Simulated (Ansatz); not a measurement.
Consider BeS in the zinc blende structure (space group F-43m, No. 216; a = 4.876 Å).

Computed with PBE (Ansatz, a program for electronic structure; PAW; 420 eV plane waves; no spin-orbit coupling).

Before the change:

* **Band gap**: 3.15 eV
* **Electron mass**: 0.84 mₑ along k, 0.29 mₑ across (at X)
* **Width of the top valence band**: 3.27 eV
* **Pressure**: 0.00 GPa

Perturbation: every lattice vector is stretched by 3.00 %; the atoms relax in the strained cell.

Task: What happens to the band gap, electron mass, width of the top valence band and pressure?

Result: The band gap rises by 0.17 eV to 3.32 eV; the electron mass becomes 0.88 mₑ along k, 0.30 mₑ across (at X) (base: 0.84 mₑ along k, 0.29 mₑ across (at X)); the width of the top valence band shrinks by 0.39 eV to 2.88 eV; the pressure goes from zero to -6.96 GPa.

Effective masses come from finite differences of ±0.01 Å⁻¹. Along k means along the line from Γ to the band edge. Stability against distortions was not tested.
